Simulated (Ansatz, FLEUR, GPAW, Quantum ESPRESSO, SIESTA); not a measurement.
**MnO₂ (P4_2/mnm, 6 atoms in the cell) computed with different codes at matched settings**

Self-consistent single point.

```yaml
crystal:
  lattice:
    - [4.31637, 0.00000, 0.00000]
    - [0.00000, 4.31637, 0.00000]
    - [0.00000, 0.00000, 2.81232]
  atoms:
    - { symbol: Mn, position: [0.00000, 0.00000, 0.00000], spin: 4.0 }
    - { symbol: Mn, position: [0.50000, 0.50000, 0.50000], spin: 4.0 }
    - { symbol: O, position: [0.30492, 0.30492, 0.00000] }
    - { symbol: O, position: [0.69508, 0.69508, 0.00000] }
    - { symbol: O, position: [0.19508, 0.80492, 0.50000] }
    - { symbol: O, position: [0.80492, 0.19508, 0.50000] }
```
(The spins are starting values, not results.)

All programs got the same cell, k-point mesh and kind of occupations, and the same starting moments (in Ansatz's words: kpoints.mp_grid.grid = 5 5 8; magnetization.spin_polarized = true; scf.occupations.method = fermi_dirac; scf.occupations.width = 0.1 eV); potentials, basis and cutoffs are each program's usual ones.

```tsv
code	model	pressure (GPa)	largest force (eV/Å)	size of the net moment (μB/atom)	k-points	cutoff
SIESTA	GGA PBE, numerical atomic orbitals DZP, PseudoDojo PBE standard norm-conserving potentials (rewritten from UPF to PSML)	25.25	0.365	0.97	103	grid 300 Ry
Quantum ESPRESSO	PBE, SSSP 1.1.2 efficiency (PBE) pseudopotentials	22.75	0.301	0.97	30	55 Ry
GPAW	PBE, GPAW PAW datasets PBE (gpaw-data 1.0.1)	–	0.377	0.97	30	950 eV
FLEUR	PBE, all-electron FLAPW (FLEUR), scalar-relativistic valence	–	0.250	0.97	30	Kmax 4.7 1/bohr
Ansatz	PBE, default PAW files	21.97	0.294	0.97	30	420 eV
```

A dash marks a value that a program does not give, or that is left out as unsure.

The spread over the programs that give each value: pressure within 3.28 GPa; largest force within 0.127 eV/Å; size of the net moment within 0.00 μB/atom.

The starting cell comes from a database of computed structures (which also holds hypothetical and non-ambient phases and stackings), without a prior relaxation at this level. Its lattice was rescaled by a random factor within 2.5 % of one. On Ansatz's run: The magnetic order is the one reached from the typed start; others were not searched systematically. The program warned that, by what it read of turns of the moments, another magnetic order lies lower. In the base run, with a pressure of about 23 GPa the cell is away from its equilibrium volume at this level.

**Question.** Why do the programs differ, and what cannot be compared?

**Answer.** Differences of this kind can come from the potentials, where these differ, and from what each basis and cutoff leave unconverged. The zero of total energies and Fermi levels follows the potentials and each program's conventions, so they are not compared here. SIESTA uses small atom-centred bases, whose incompleteness enters pressures, forces and empty levels differently from a plane-wave cutoff. FLEUR treats all electrons, but the usual bases taken here (sphere radii, linearisation, local orbitals, empty states) were not tested for convergence, so the values are no reference for the others. Ansatz's pressure is given at a fixed set of plane waves, as the other plane-wave codes print theirs; with its correction for the finite basis it is 22.91 GPa (the shift of 0.94 GPa shows how far the cutoff is from converged). The pressure of GPAW is left out: its cutoff lies under the one at which its stress was checked. Site moments depend on each program's spheres or projections; the total moment of the cell does not. The programs reduce the same mesh by symmetry to different extents, which changes the work and not the result. In the pressure, SIESTA (by 2.90) lies more than 1 GPa from the median of the plane-wave programs.

Left out of this page: ABINIT (with a known weakness of the program).

Ansatz is an electronic-structure program.

Keys are those of Ansatz 0.2.
